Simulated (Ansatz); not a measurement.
# AlCo: thickness series

The reference is AlCo in the CsCl type structure (space group Pm-3m, No. 221; weakly magnetic (sensitive to the mesh)).

```yaml
crystal:
  lattice:
    - [2.82389, 0.00000, 0.00000]
    - [0.00000, 2.82389, 0.00000]
    - [0.00000, 0.00000, 2.82389]
  atoms:
    - { symbol: Al, position: [0.00000, 0.00000, 0.00000] }
    - { symbol: Co, position: [0.50000, 0.50000, 0.50000] }
```

Cartesian axes are those of the cell as printed.

Free-standing slabs (2 atom(s) a layer) normal to [110] with 15 Å of vacuum; in-plane cell held at bulk.

Method: r2SCAN (Ansatz, a quantum-chemistry and plane-wave program, PAW, no spin-orbit coupling).

Candidates:
(a) 4 layers
(b) 6 layers
(c) 2 layers

Before the change:

The shortest interatomic distance is 2.446 Å.

**Question.** Order them by shortest interatomic distance, lowest first.

**Answer.** (b) 6 layers (2.414 Å), (a) 4 layers (2.422 Å), (c) 2 layers (2.451 Å)

Other magnetic orders, which the real material may have, were not ruled out. No phonon test of stability was made. Starting moments died away, wholly or in part, for the base; another magnetic solution may exist.
